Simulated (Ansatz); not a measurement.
BaTiO3 (space group P4mm, No. 99)

```xyz
5
Lattice="3.9851 0.0000 0.0000 0.0000 3.9851 0.0000 0.0000 0.0000 4.2043" Properties=species:S:1:pos:R:3 pbc="T T T"
Ti     1.9926     1.9926     1.9250
Ba     0.0000     0.0000     3.9548
O      1.9926     1.9926     3.7365
O      1.9926     0.0000     1.7211
O      0.0000     1.9926     1.7211
```

Computed with PBE in Ansatz (plane waves to 420 eV, PAW, spin-orbit coupling left out), earlier PAW set. Γ-centred 8×8×8 mesh, Fermi–Dirac width 0.05 eV.

```json
{
 "volume_per_atom": "13.35 Å³",
 "density": "5.80 g/cm³",
 "band_gap": "1.85 eV, indirect, A → Γ",
 "total_energy": "-2031.958 eV/atom (σ→0; compares only within this code and set-up)"
}
```

No phonon test of stability was made. All final runs are without spin polarisation.

Ansatz is a first-principles code.
